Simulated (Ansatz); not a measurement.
## A computed series for TiO2: response to strain

Base system: TiO2 in the rutile structure (space group P4_2/mnm, No. 136; a = 4.548 Å, c = 2.917 Å).

Strains are applied to the cell and any free atomic positions relax.

Computed with LDA/PAW in Ansatz (a program for electronic structure), no spin-orbit coupling.

Notes on the quantities. pressure: mean of the normal stresses, compression positive.

| change | pressure | band gap | electron mass |
|---|---|---|---|
| base | 0.0 kbar | 1.86 eV | 0.52 mₑ along c, 1.1 mₑ across (at Γ) |
| isotropic strain −3.00 % | 281.4 kbar | 1.96 eV | 0.46 mₑ along c, 0.96 mₑ across (at Γ) |
| isotropic strain −2.40 % | 215.4 kbar | 1.94 eV | 0.47 mₑ along c, 0.99 mₑ across (at Γ) |
| isotropic strain −1.80 % | 154.7 kbar | 1.92 eV | 0.48 mₑ along c, 1.0 mₑ across (at Γ) |
| isotropic strain −1.20 % | 98.7 kbar | 1.90 eV | 0.49 mₑ along c, 1.0 mₑ across (at Γ) |
| isotropic strain −0.60 % | ? | ? | ? |

Task: What belongs in the blanks?

Result: 
- isotropic strain −0.60 %, pressure: 47.2 kbar
- isotropic strain −0.60 %, band gap: 1.88 eV
- isotropic strain −0.60 %, electron mass: 0.50 mₑ along c, 1.1 mₑ across (at Γ)

Masses are band curvatures over ±0.01 Å⁻¹ around the edge. No phonon test of stability was made. The final runs are not spin-polarised.
